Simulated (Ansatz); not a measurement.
**What isotropic strain −0.50 % does to ZrB2**

Base system: ZrB2 (space group P6/mmm, No. 191; a = 3.1714 Å, c = 3.5418 Å; relaxed with 0.1 eV smearing).

Modification: an isotropic linear strain of −0.50 %; the atoms relax in the strained cell.

Level of theory: PBE in Ansatz (plane waves to 420 eV, PAW, no spin-orbit coupling). Γ-centred 21×21×16 mesh, Fermi–Dirac width 0.1 eV.

```tsv
quantity	base	changed	shift
volume per atom	10.28 Å³	10.13 Å³	-0.15 Å³
space group	P6/mmm (No. 191)	P6/mmm (No. 191)	–
shortest interatomic distance	1.831 Å	1.822 Å	-0.009 Å
energy relative to the base (free energy F)	0 meV/atom	+1.7 meV/atom	+1.7 meV/atom
pressure (mean of the normal stresses, compression positive)	0.0 GPa	3.7 GPa	+3.7 GPa
band gap	zero	zero	–
```

Final structure:

```
CELL_PARAMETERS angstrom
      3.15557     0.00000     0.00000
     -1.57779     2.73281     0.00000
      0.00000     0.00000     3.52411
ATOMIC_POSITIONS crystal
  Zr 0.00000 0.00000 0.00000
  B  0.66667 0.33333 0.50000
  B  0.33333 0.66667 0.50000
```

Stability against distortions was not tested. All final runs are without spin polarisation.

Ansatz is an electronic-structure program.
